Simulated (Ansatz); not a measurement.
## Nb, response to strain

Base system: Nb in the bcc (W type) structure (space group Im-3m, No. 229; relaxed with 0.1 eV smearing).

```
CELL_PARAMETERS angstrom
     -1.63651     1.63651     1.63651
      1.63651    -1.63651     1.63651
      1.63651     1.63651    -1.63651
ATOMIC_POSITIONS crystal
  Nb 0.00000 0.00000 0.00000
```

Cartesian axes are those of the cell as printed.

Strains are applied to the cell and any free atomic positions relax; under biaxial strain the out-of-plane vector relaxes too.

The values are results of PBEsol in Ansatz (plane waves to 420 eV, PAW, no SOC), earlier PAW set, not measurements.

Notes on the quantities. energy relative to the base: free energy F; pressure: mean of the normal stresses, compression positive.

| change | energy relative to the base | pressure | volume per atom |
|---|---|---|---|
| base | 0 meV/atom | 0.0 GPa | 17.53 Å³ |
| biaxial strain −2.34 %, plane normal [111], relaxed out of plane | +6.1 meV/atom | 1.6 GPa | 17.38 Å³ |
| isotropic strain −3.69 % | +134 meV/atom | 25.0 GPa | 15.66 Å³ |
| isotropic strain −1.37 % | [?] | [?] | 16.82 Å³ |
| tensor shear ε_yz = +0.93 % | +0.3 meV/atom | 0.0 GPa | 17.53 Å³ |

Task: Complete the table.

Result: 
- isotropic strain −1.37 %, energy relative to the base: +17 meV/atom
- isotropic strain −1.37 %, pressure: 8.1 GPa

No phonon test of stability was made. The base started in P-1 and relaxed to Im-3m at this level. The final runs are not spin-polarised.

Ansatz is a first-principles code.
